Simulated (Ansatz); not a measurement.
## Li₂O in the anti-fluorite structure (space group Fm-3m, No. 225)

Space group Fm-3m (No. 225); a = b = c = 4.580 Å, α = β = γ = 90.00°

```
atom  site  symmetry       x       y       z
----  ----  --------  ------  ------  ------
O       4a      m-3m  0.0000  0.0000  0.0000
Li      8c      -43m  0.2500  0.2500  0.2500
```
(The calculation used a cell of 3 atoms; values per cell refer to that cell.)

Computed with Ansatz (an electronic-structure program), PBEsol, PAW, cutoff 420 eV, scalar-relativistic without spin-orbit coupling. Γ-centred 12×12×12 mesh, Fermi–Dirac width 0.05 eV.

| Quantity | Value |
|---|---|
| Volume per atom | 8.01 Å³ |
| Density | 2.07 g/cm³ |
| Band gap | 4.88 eV, indirect, Γ → X |
| Electron mass | 0.82 mₑ along k, 0.43 mₑ across |
| Hole mass (degenerate bands, along [100]) | 0.91, 1.7, 1.7 mₑ |
| Lowest conduction-band minima above the VBM | X along ⟨100⟩ 4.88 eV; Γ 5.34 eV |
| Total energy | -323.294 eV/atom (σ→0; compares only within this code and set-up) |

Masses are band curvatures over ±0.01 Å⁻¹ around the edge. Along k means along the line from Γ to the band edge. Stability against distortions was not tested.
